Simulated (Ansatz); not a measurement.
**Lu under a change: uniaxial strain ε_zz = −1.50 %**

The reference is Lu in the hcp (Mg type) structure (space group P6_3/mmc, No. 194; a = 3.443 Å, c = 5.367 Å; relaxed with 0.1 eV smearing). Axes: x lies along a and z along c of the hexagonal cell.

Perturbation: uniaxial strain ε_zz = −1.50 %, all other strain components held at zero, atoms relaxed at fixed cell.

All numbers come from DFT with PBEsol, PAW potentials and a 420 eV plane-wave cutoff in Ansatz (a program for electronic structure), without spin-orbit coupling. Settings: 19×19×11 k-points, 0.1 eV Fermi–Dirac smearing.

| quantity | base | changed | shift |
|---|---|---|---|
| volume per atom | 27.55 Å³ | 27.14 Å³ | -0.41 Å³ |
| shortest interatomic distance | 3.340 Å | 3.307 Å | -0.0323 Å |
| energy relative to the base (free energy F) | 0 meV/atom | +2.0 meV/atom | +2.0 meV/atom |
| pressure (mean of the normal stresses, compression positive) | 0.0 GPa | 0.8 GPa | +0.8 GPa |
| band gap | zero | zero | – |
| stress (xx, yy, zz, yz, xz, xy; compression positive) | – | (0.4, 0.4, 1.6, 0.0, 0.0, 0.0) GPa | – |

Stability against distortions was not tested.
